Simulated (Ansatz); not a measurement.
Cu3N: uniaxial strain ε_zz = +1.20 %

The parent structure is Cu3N (space group Pm-3m, No. 221; a = 3.827 Å). Axes: x, y, z lie along the cube axes.

The change: the cell is stretched by 1.20 % along z with no lateral relaxation; the atoms relax in the strained cell.

Computed with PBE/PAW in Ansatz (a program for electronic structure), spin-orbit coupling left out. Settings: 9×9×9 k-points, 0.05 eV Fermi–Dirac smearing.

```csv
quantity,base,changed,shift
space group,Pm-3m (No. 221),P4/mmm (No. 123),–
shortest interatomic distance,1.913 Å,1.913 Å,0.000 Å
energy relative to the base (free energy F),0 meV/atom,+1.4 meV/atom,+1.4 meV/atom
band gap,0.22 eV,0.26 eV,+0.035 eV
gap character,–,"indirect, A → R",–
smallest direct gap,0.75 eV,0.76 eV,+0.01 eV
electron mass,–,"2.3 mₑ along x, 0.15 mₑ across (at M)",–
"valley order (the lowest conduction-band minima on the path, energy above the VBM, named in the base's zone)",M along ⟨110⟩ 0.22 eV; Γ 0.97 eV; X along ⟨100⟩ 1.52 eV,M along [011] 0.26 eV; M along [110] 0.26 eV; Γ 0.94 eV; X along [010] 1.47 eV,–
"stress (xx, yy, zz, yz, xz, xy; compression positive)",–,"(-0.63, -0.63, -2.69, 0.00, 0.00, 0.00) GPa",–
```

Cost of the whole job for the changed cell (relaxation, final SCF and bands): around 21 core-seconds (rough).

Effective masses come from finite differences of ±0.01 Å⁻¹. No phonon test of stability was made. All final runs are without spin polarisation. The zero or small gap of Cu3N can change with the level of theory. k-point labels follow each cell's own Brillouin zone.
